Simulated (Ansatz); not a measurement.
## SnSe2 (model structure, started from the 2H-MoS2 type, P6₃/mmc, No. 194, 6 atoms in the cell): properties by level of theory

```csv
level (code),lattice constant a (Å),c axis length (Å)
PBE (Ansatz),3.899,11.684
PBEsol (Ansatz),3.827,11.426
PBE-D3(BJ) (Ansatz),3.835,11.503
```

Ansatz's density-functional and Hartree–Fock values are scalar-relativistic unless marked +SOC, with PAW data made under PBE.

Computed values are for the static lattice.

A model structure was made by putting elements into a prototype or built by hand; it is no filed structure, need not be a known phase, and can be a saddle point held by its symmetry.

Ansatz is a first-principles code.
